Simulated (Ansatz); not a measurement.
## Point defect Ga vacancy in zinc-blende GaSb

These are PBE, PAW (plane waves to 420 eV; Ansatz, a quantum-chemistry and plane-wave program) values and carry that method's errors. Set-up: 64-site cell; 2×2×2 shifted k-points; start: the Ga site; no spin–orbit coupling; the functional closes the host's gap; not converged in cell size.

Neighbours after relaxation, in Å: of the emptied site: Sb 2.35, Sb 2.35, Sb 2.36, Sb 2.36.

Formation energies E_f are those of the neutral cell. Chemical conditions: Ga-rich (Δμ(Ga) = 0.00 eV; only phases computed here count, gases as isolated molecules at 0 K); Sb-rich (Δμ(Ga) = -0.32 eV; only phases computed here count, gases as isolated molecules at 0 K). Reference phases: Ga: alpha gallium.

```
charge  moment (μB)  largest move off a lattice site (Å)  E_f, Ga-rich (eV)  E_f, Sb-rich (eV)
------  -----------  -----------------------------------  -----------------  -----------------
0†       fractional                                 0.34               1.92               1.60
```

† Not settled in this cell, so no level is given: charge 0: fractional moment.

All states together cost about 90 core-minutes (a rough figure).
